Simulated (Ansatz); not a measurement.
Consider GaAs in the zinc blende structure (space group F-43m, No. 216; a = 5.659 Å).

Level of theory: DFT with PBEsol, PAW potentials and a 420 eV plane-wave cutoff in Ansatz (a quantum-chemistry and plane-wave program), no spin-orbit coupling, earlier PAW set.

Base values:

```
Quantity                                Result
-----------------------------  ---------------
Width of the top valence band          3.36 eV
Smallest direct gap                    0.42 eV
Shortest interatomic distance          2.451 Å
Electron mass                  0.025 mₑ (at Γ)
```

Perturbation: every Ga is replaced by Al, then cell and atoms are relaxed.

Tabulated Pauling electronegativity and covalent radius: Ga 1.81, 1.22 Å; Al 1.61, 1.21 Å.

Predict the new width of the top valence band.

The width of the top valence band decreases by 0.54 eV, from 3.36 eV to 2.82 eV.

Predict the new smallest direct gap.

The smallest direct gap grows by 1.49 eV to 1.91 eV.

Predict the new shortest interatomic distance.

The shortest interatomic distance grows by 0.006 Å, from 2.451 Å to 2.457 Å.

How does this affect the electron mass?

The electron mass goes from 0.025 mₑ (at Γ) to 0.86 mₑ along k, 0.23 mₑ across (at X).

Masses are band curvatures over ±0.01 Å⁻¹ around the edge. Along k means along the line from Γ to the band edge. Whether these cells are dynamically stable was not tested.
